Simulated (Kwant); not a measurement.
Device: wire with an antidot in a InSb two-dimensional gas. Effective mass 0.014 mₑ, grid spacing 3.3 nm, hard walls, nominal width 120 nm (37 grid rows, so walls 125.4 nm apart), one parabolic valley, scattering region 300 nm long along x; energies count from the band bottom; Fermi energy 0.0168 eV. Hard-wall hole of radius 18 nm, 10 nm off the axis. Perpendicular field swept from 0 to 2.1 T, also in the leads; orbital effect alone.

The device is made up for the run: typed textbook-type constants, with dimensions and the other settings drawn at random.

Model: effective-mass tight-binding model on a square grid, one spin, coherent transport at 0 K (Kwant). Conductance is in e²/h.

Density of the scattering states that come in from the left lead, at field = 0.51739 T, in bins, relative to the largest site value (x marks bins outside the device):

```
|00000000000000000111000000000000000000000000|
|00012211100000123444321100000000000000000000|
|00123332111100135787532110000000000000000000|
|00134432111100147998642110000000000000000000|
|00245532122210147997421000000000000000000000|
|10145531123320036885200000000000000000000000|
|101454200244200246520xx000000000000000000000|
|10134310035541013420xxxx00000000000000000000|
|20134310135642012210xxxx00000000000000000000|
|20123321246653112210xxxx00000000000000000000|
|20122222245543212210xxxx00000111100000000000|
|101122222344322121100xx000001111100000000000|
|10112222223322111110000000001111111111111100|
|11111111111111111111000000011111111111111111|
|11111111111111111111111111111111111111111111|
|12221112222222222222222222211112221111111111|
|22222222344443322223333332222222222211111122|
|33222233455554332233333333222222222221111122|
|32222334556655432223333333222222222211111112|
|22222233455544322222233322221122221111111111|
|11111112233332211111111111111111111100000000|
|00000000000000000000000000000000000000000000|
```
Scale: ten equal steps from 0.000 (start of '0') to 0.942 (end of '9'), in the order '0123456789'; x runs from -145 to 145, y from -56.7 (bottom) to 56.7 (top).

The conductance there is 1.13 e²/h with 2 open channel(s) in the leads.
